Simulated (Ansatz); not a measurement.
# ZnS, response to strain

Consider ZnS in the wurtzite structure (space group P6_3mc, No. 186).

```
CELL_PARAMETERS angstrom
      3.78216     0.00000     0.00000
     -1.89108     3.27545     0.00000
      0.00000     0.00000     6.20765
ATOMIC_POSITIONS crystal
  Zn 0.33333 0.66667 0.00042
  Zn 0.66667 0.33333 0.50042
  S  0.33333 0.66667 0.37458
  S  0.66667 0.33333 0.87458
```

Cartesian axes are those of the cell as printed.

Strains are applied to the cell and any free atomic positions relax.

Level of theory: DFT with PBEsol, PAW potentials and a 420 eV plane-wave cutoff in Ansatz (an electronic-structure program), no SOC.

Candidates:
(a) uniaxial strain ε_xx = +3.00 %
(b) uniaxial strain ε_xx = +1.20 %
(c) uniaxial strain ε_xx = +0.60 %
(d) uniaxial strain ε_xx = +2.40 %

For the base:

| Property | Value |
|---|---|
| Band gap | 2.15 eV |

Task: Order them by band gap, lowest first.

Result: (a) uniaxial strain ε_xx = +3.00 % (2.00 eV), (d) uniaxial strain ε_xx = +2.40 % (2.03 eV), (b) uniaxial strain ε_xx = +1.20 % (2.09 eV), (c) uniaxial strain ε_xx = +0.60 % (2.12 eV)

Whether these cells are dynamically stable was not tested.
